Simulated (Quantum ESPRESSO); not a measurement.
Worked example: self-consistent single point of LaB₆ (Pm-3m, 7 atoms in the cell) in Quantum ESPRESSO.

Method of the run: PBEsol, PseudoDojo standard norm-conserving (PBESOL) pseudopotentials (plane waves; Quantum ESPRESSO).

```xyz
7
Lattice="4.0928 0.0000 0.0000 0.0000 4.0928 0.0000 0.0000 0.0000 4.0928" Properties=species:S:1:pos:R:3 pbc="T T T"
La     0.0000     0.0000     0.0000
B      3.2747     2.0464     2.0464
B      0.8181     2.0464     2.0464
B      2.0464     3.2747     2.0464
B      2.0464     0.8181     2.0464
B      2.0464     2.0464     3.2747
B      2.0464     2.0464     0.8181
```

Reference input (self-consistent single point, DFT, PBEsol, plane waves, PseudoDojo standard norm-conserving (PBESOL) pseudopotentials): ecutwfc = 110 Ry; occupations = smearing; smearing = marzari-vanderbilt; degauss = 0.019992 Ry; potentials = {La: La.upf, B: B.upf}; K_POINTS = automatic 6 6 6 0 0 0; conv_thr = 1e-10 Ry. This run's input differs from it in these lines:

```diff
@@ -14,3 +14,3 @@
  ntyp = 2,
- ecutwfc = 110,
+ ecutwfc = 88,
  occupations = 'smearing',
```

The program printed (abridged):

```
     Self-consistent Calculation

     iteration #  1     ecut=    88.00 Ry     beta= 0.70

---- Real-time Memory Report at c_bands before calling an iterative solver
           110 MiB given to the printing process from OS
            76 MiB allocation reported by mallinfo(arena+hblkhd)
------------------

     total energy              =    -105.31861429 Ry
     estimated scf accuracy    <       0.98018089 Ry

     iteration #  2     ecut=    88.00 Ry     beta= 0.70

---- Real-time Memory Report at c_bands before calling an iterative solver
           124 MiB given to the printing process from OS
   [... lines left out ...]
------------------
     c_bands:  1 eigenvalues not converged
     c_bands:  2 eigenvalues not converged
     c_bands:  1 eigenvalues not converged
     c_bands:  2 eigenvalues not converged

     total energy              =    -105.74973706 Ry
     estimated scf accuracy    <          1.1E-10 Ry

     iteration # 13     ecut=    88.00 Ry     beta= 0.70

---- Real-time Memory Report at c_bands before calling an iterative solver
           138 MiB given to the printing process from OS
           106 MiB allocation reported by mallinfo(arena+hblkhd)
------------------
     c_bands:  1 eigenvalues not converged
     End of self-consistent calculation

     the Fermi energy is    12.7167 ev

!    total energy              =    -105.74973706 Ry
     estimated scf accuracy    <          3.8E-12 Ry
     smearing contrib. (-TS)   =      -0.00043109 Ry
     internal energy E=F+TS    =    -105.74930596 Ry

     convergence has been achieved in  13 iterations

     Forces acting on atoms (cartesian axes, Ry/au):

     atom    1 type  1   force =     0.00000000    0.00000000    0.00000000
     atom    2 type  2   force =     0.00718185    0.00000000    0.00000000
     atom    3 type  2   force =    -0.00718185    0.00000000    0.00000000
     atom    4 type  2   force =     0.00000000    0.00718185    0.00000000
     atom    5 type  2   force =     0.00000000   -0.00718185    0.00000000
   [... lines left out ...]

     Total force =     0.017592     Total SCF correction =     0.000001

          total   stress  (Ry/bohr**3)                   (kbar)     P=       55.13
   0.00037475   0.00000000   0.00000000           55.13        0.00        0.00
   0.00000000   0.00037475   0.00000000            0.00       55.13        0.00
   0.00000000   0.00000000   0.00037475            0.00        0.00       55.13

   JOB DONE.
```

The run converged in 13 iterations. Against the reference run the free energy hardly moves (within 1 meV/atom), the pressure goes from 5.63 to 5.51 GPa and the largest force stays at 0.185 eV/Å.

The starting cell comes from a database of computed structures (which also holds hypothetical and non-ambient phases and stackings), without a prior relaxation at this level. Its lattice was rescaled by a random factor within 2.5 % of one.

Cost on one core of a shared machine: roughly 90 s.
